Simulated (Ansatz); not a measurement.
The parent structure is LiH in the rock salt structure (space group Fm-3m, No. 225; a = 4.0054 Å). Axes: x, y, z lie along the cube axes.

Method: r2SCAN (Ansatz, an electronic-structure program, PAW, no SOC).

Strains are applied to the cell and any free atomic positions relax; under stress the whole cell relaxes.

One change was made to it. Results:

```csv
quantity,base,after
energy relative to the base (free energy F),0 meV/atom,+2.2 meV/atom
smallest direct gap,3.63 eV,3.62 eV
shortest interatomic distance,2.003 Å,2.003 Å
```

Which of these changes matches the shifts?
A. uniaxial strain ε_yy = −0.84 %
B. strain tensor (xx, yy, zz, yz, xz, xy) = (−1.61, −1.77, +1.41, +0.62, +0.06, −0.91) %
C. strain tensor (xx, yy, zz, yz, xz, xy) = (+0.40, +0.56, −0.01, +0.59, +0.70, +1.82) %
D. uniaxial strain ε_yy = −2.18 %
E. uniaxial stress, 5 GPa compression along x

C, strain tensor (xx, yy, zz, yz, xz, xy) = (+0.40, +0.56, −0.01, +0.59, +0.70, +1.82) %. For comparison, the shortest interatomic distance in the other runs: strain tensor (xx, yy, zz, yz, xz, xy) = (−1.61, −1.77, +1.41, +0.62, +0.06, −0.91) % gives 1.967 Å; uniaxial stress, 5 GPa compression along x gives 1.902 Å; uniaxial strain ε_yy = −2.18 % gives 1.959 Å; uniaxial strain ε_yy = −0.84 % gives 1.986 Å.

Stability under load was not tested beyond the relaxation.
